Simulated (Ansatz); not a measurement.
**A computed series for PtGe: response to strain**

Start from PtGe (space group Pnma, No. 62).

```cif
data_Ge4Pt4
_chemical_formula_sum 'Pt4 Ge4'
_space_group_name_H-M_alt 'Pnma'
_space_group_IT_number 62
_space_group_name_Hall '-P 2ac 2n'
_cell_length_a 5.81870
_cell_length_b 3.75708
_cell_length_c 6.17516
_cell_angle_alpha 90.000
_cell_angle_beta 90.000
_cell_angle_gamma 90.000
loop_
_atom_site_label
_atom_site_type_symbol
_atom_site_symmetry_multiplicity
_atom_site_Wyckoff_symbol
_atom_site_fract_x
_atom_site_fract_y
_atom_site_fract_z
_atom_site_occupancy
Pt1 Pt 4 c 0.49778 0.25000 0.30761 1
Ge1 Ge 4 c 0.18633 0.25000 0.58845 1
```

Strains are applied to the cell and any free atomic positions relax.

The values are results of PBE (Ansatz, an electronic-structure program), no spin-orbit coupling, not measurements.

Notes on the quantities. energy relative to the base: free energy F.

```tsv
isotropic strain (%)	energy relative to the base (meV/atom)
-5.77	293.7
-1.07	?
-0.96	6.5
0	0.0
0.91	5.3
```

**Question.** Fit ΔE = Aε² + Bε³ (ε in %) to the rows shown and predict the withheld row.

**Answer.** Least squares on the printed values gives A = 6.72 and B = -0.36 meV/atom (largest residual 0.0 meV/atom); this predicts 8.1 meV/atom, and the run gives 8.1 meV/atom, in agreement.

Stability against distortions was not tested. All final runs are without spin polarisation.
